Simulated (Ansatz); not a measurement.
NbP (space group I4_1md, No. 109)

```
NbP
1.0
   -1.66027     1.66027     5.64364
    1.66027    -1.66027     5.64364
    1.66027     1.66027    -5.64364
Nb P
2 2
Direct
  0.99912   0.99912   0.00000
  0.74912   0.24912   0.50000
  0.41688   0.41688   0.00000
  0.16688   0.66688   0.50000
```

Calculations: PBEsol/PAW in Ansatz (an electronic-structure program), no spin-orbit coupling, earlier PAW set. Γ-centred 20×20×20 mesh, Fermi–Dirac width 0.05 eV.

```json
{
 "volume_per_atom": "15.56 Å³",
 "density": "6.61 g/cm³",
 "band_gap": "zero",
 "total_energy": "-2618.867 eV/atom (σ→0; compares only within this code and set-up)"
}
```

Whether these cells are dynamically stable was not tested. All final runs are without spin polarisation. The zero or small gap of NbP can change with the level of theory.
